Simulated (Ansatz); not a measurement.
An Ansatz (an electronic-structure program) input (PBEsol/PAW in Ansatz, no spin-orbit coupling):

Ansatz 0.2 input:
```yaml
crystal:
  lattice:
    - [4.8305303778, 0, 0]
    - [0, 4.8305303778, 0]
    - [0, 0, 3.2035915003]
  atoms:
    - { symbol: Zn, position: [0, 0, 0] }
    - { symbol: Zn, position: [0.5, 0.5, 0.5] }
    - { symbol: F, position: [0.303828805, 0.303828805, 0] }
    - { symbol: F, position: [0.803828805, 0.196171195, 0.5] }
    - { symbol: F, position: [0.196171195, 0.803828805, 0.5] }
    - { symbol: F, position: [0.696171195, 0.696171195, 0] }
basis: { ecutwfc: 420, ecutrho_ratio: 4, xc_grid: 2, fft_grid_basis: typed }
kpoints: { mp_grid: { grid: [7, 7, 11] } }
hamiltonian:
  xc: pbesol
  dispersion: none
  pseudopotentials: { kind: paw }
scf: { occupations: { method: fermi_dirac, width: 0.05 }, convergence: { dr2_threshold: 0.0000000006 } }
relax: { f_tol: 0.005, max_steps: 50 }
output: { forces: true, stress: true }
checkpoint: { write: state.ck, write_every: 1000 }
```

Problem. Which symmetry and how many k-points will the program report, and about how many plane waves at Γ?

Solution. Space group P42/mnm (ITA 136) with 16 operations, k-points 60 of 539, and 1455 plane waves at Γ.

Problem. And the final pressure?

Solution. -6.68 GPa (compression positive).

The cells carry an imposed strain or load. Whether these cells are dynamically stable was not tested. The cell was made from ZnF$_{2}$ in the rutile structure (space group P4_2/mnm, No. 136) by this change: isotropic strain +2.40 %.
